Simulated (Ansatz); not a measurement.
## What isotropic strain +3.88 % does to BaTiO3

The parent structure is BaTiO3 (space group P4mm, No. 99; a = 3.9728 Å, c = 4.1123 Å).

Modification: the cell is scaled by 1.0388 in all directions, atoms relaxed at fixed cell.

The values are results of Ansatz (a quantum-chemistry and plane-wave program) r2SCAN, no SOC, earlier PAW set, not measurements. Settings: 8×8×8 k-points, 0.05 eV Fermi–Dirac smearing.

```json
[
 {"quantity": "volume per atom", "base": "12.98 Å³", "changed": "14.55 Å³", "shift": "+1.57 Å³"},
 {"quantity": "space group", "base": "P4mm (No. 99)", "changed": "P4mm (No. 99)", "shift": "–"},
 {"quantity": "shortest interatomic distance", "base": "1.822 Å", "changed": "1.773 Å", "shift": "-0.0484 Å"},
 {"quantity": "energy relative to the base (free energy F)", "base": "0 meV/atom", "changed": "+67 meV/atom", "shift": "+67 meV/atom"},
 {"quantity": "pressure (mean of the normal stresses, compression positive)", "base": "0.00 GPa", "changed": "-12.23 GPa", "shift": "-12.238 GPa"},
 {"quantity": "band gap", "base": "2.23 eV", "changed": "2.07 eV", "shift": "-0.16 eV"},
 {"quantity": "gap character", "base": "indirect, A → Γ", "changed": "indirect, A → Γ", "shift": "–"},
 {"quantity": "smallest direct gap", "base": "2.70 eV", "changed": "2.61 eV", "shift": "-0.09 eV"},
 {"quantity": "width of the top valence band", "base": "1.30 eV", "changed": "1.46 eV", "shift": "+0.167 eV"}
]
```

Final structure:

```xyz
5
Lattice="4.1269 0.0000 0.0000 0.0000 4.1269 0.0000 0.0000 0.0000 4.2719" Properties=species:S:1:pos:R:3 pbc="T T T"
Ti     2.0634     2.0634     1.9741
Ba     0.0000     0.0000     4.0488
O      2.0634     2.0634     3.7473
O      2.0634     0.0000     1.7491
O      0.0000     2.0634     1.7491
```

Cost of the whole job for the changed cell (relaxation, final SCF and bands): around 4 core-minutes (rough).

No phonon test of stability was made. All final runs are without spin polarisation.
